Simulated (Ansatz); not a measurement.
## hcp Y (0 0 1) on cubic ZrO2 (1 1 1) (film strained to the substrate, started from cuts of the bulks and a machine-learned relaxation; slabs O10Zr5 and Y4, which can lie off the formulas)

A periodic stack without vacuum, hcp Y (0 0 1) on cubic ZrO2 (1 1 1) (film strained to the substrate, started from cuts of the bulks and a machine-learned relaxation; slabs O10Zr5 and Y4, which can lie off the formulas): substrate slab O10Zr5, film Y4, surface cells [[0, -1], [1, -1]] and [[0, -1], [1, 0]], film strained by -1.1 and -1.1 %, outermost planes O/O and Y/Y as cut, which need not be the usual terminations and can put a slab off its formula.

The start was prepared with a machine-learned potential, and the result is one local minimum, with the in-plane cell held and forces under 0.04 eV/Å; the film can end far from its bulk form.

The numbers are results of PBE (plane waves to 420 eV, PAW; Ansatz, a quantum-chemistry and plane-wave program), not measurements. Scalar-relativistic, without spin–orbit coupling; the runs are not spin-polarised; PBE gaps are too small against experiment. Its k-point mesh 10×10×1, Fermi–Dirac width 0.05 eV.

| Quantity | Result |
|---|---|
| interface area | 11.3 Å² |
| period | 25.77 Å |
| heights between the nearest atoms of the two slabs at the two interfaces | 1.54 and 1.54 Å |
| O–Y contacts across the interfaces within 1.22 times the sum of covalent radii | 6, mean 2.59 Å |
| Y–Zr contacts across the interfaces within 1.22 times the sum of covalent radii | 6, mean 3.34 Å |

```
CELL_PARAMETERS angstrom
      3.61756     0.00001     0.00006
      1.80878     3.13284    -0.03108
     -0.00251     0.27568    25.76934
ATOMIC_POSITIONS crystal
  O  0.43542 0.26834 0.02466
  O  0.10207 0.93455 0.09361
  O  0.76913 0.60091 0.15226
  O  0.43609 0.26720 0.20987
  O  0.10316 0.93345 0.26706
  O  0.77012 0.59978 0.32450
  O  0.43710 0.26600 0.38169
  O  0.10403 0.93229 0.43930
  O  0.77119 0.59860 0.49794
  O  0.43918 0.26450 0.56687
  Zr 0.76842 0.60114 0.06600
  Zr 0.10264 0.93408 0.18138
  Zr 0.43655 0.26651 0.29574
  Zr 0.77055 0.59920 0.41010
  Zr 0.10393 0.93215 0.52548
  Y  0.77266 0.59800 0.62655
  Y  0.10553 0.93205 0.73946
  Y  0.77171 0.59960 0.85207
  Y  0.10215 0.93505 0.96499
```
